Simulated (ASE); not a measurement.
Pair distribution function (B-P) of BP (zinc blende), cell B32P32, begun in the crystal structure [in the run: it stayed crystalline; mean temperature 303 K (target 300 K); density 2.89 g/cm³, volume +3 % from the start crystal's], from MD at 303 K. Computed with the machine-learned potential CHGNet 0.3.0 (ASE). Volume per atom 12.00 Å³, mean pressure 0.1 GPa. 

(r (Å), g(r)): (1.18, 0.00); (1.22, 0.00); (1.26, 0.00); (1.30, 0.00); (1.34, 0.00); (1.38, 0.00); (1.42, 0.00); (1.46, 0.00); (1.50, 0.00); (1.54, 0.00); (1.58, 0.00); (1.62, 0.00); (1.66, 0.00); (1.70, 0.00); (1.74, 0.01); (1.78, 0.12); (1.82, 0.69); (1.86, 2.87); (1.90, 6.57); (1.94, 9.89); (1.98, 10.1); (2.02, 7.73); (2.06, 5.19); (2.10, 2.92); (2.14, 1.42); (2.18, 0.59); (2.22, 0.24); (2.26, 0.11); (2.30, 0.02); (2.34, 0.01); (2.38, 0.00); (2.42, 0.00); (2.46, 0.00); (2.50, 0.00); (2.54, 0.00); (2.58, 0.00); (2.62, 0.00); (2.66, 0.00); (2.70, 0.00); (2.74, 0.00); (2.78, 0.00); (2.82, 0.00); (2.86, 0.00); (2.90, 0.00); (2.94, 0.00); (2.98, 0.00); (3.02, 0.00); (3.06, 0.00); (3.10, 0.00); (3.14, 0.00); (3.18, 0.00); (3.22, 0.00); (3.26, 0.00); (3.30, 0.00); (3.34, 0.00); (3.38, 0.01); (3.42, 0.05); (3.46, 0.12); (3.50, 0.27); (3.54, 0.59); (3.58, 1.05); (3.62, 1.92); (3.66, 2.85); (3.70, 3.90); (3.74, 4.67); (3.78, 5.30); (3.82, 5.22); (3.86, 4.58); (3.90, 3.57); (3.94, 2.51); (3.98, 1.52); (4.02, 0.89); (4.06, 0.44); (4.10, 0.20); (4.14, 0.07); (4.18, 0.03); (4.22, 0.01); (4.26, 0.00); (4.30, 0.00); (4.34, 0.00); (4.38, 0.00); (4.42, 0.00); (4.46, 0.00); (4.50, 0.00); (4.54, 0.00)

State where the first shell ends and the number of neighbours in it.

g is nil from 2.3 to 3.3 Å, so any cut there serves; 4.0 P round each B and 4.0 B round each P in the shell, from n = 4πρ∫r²g(r)dr.
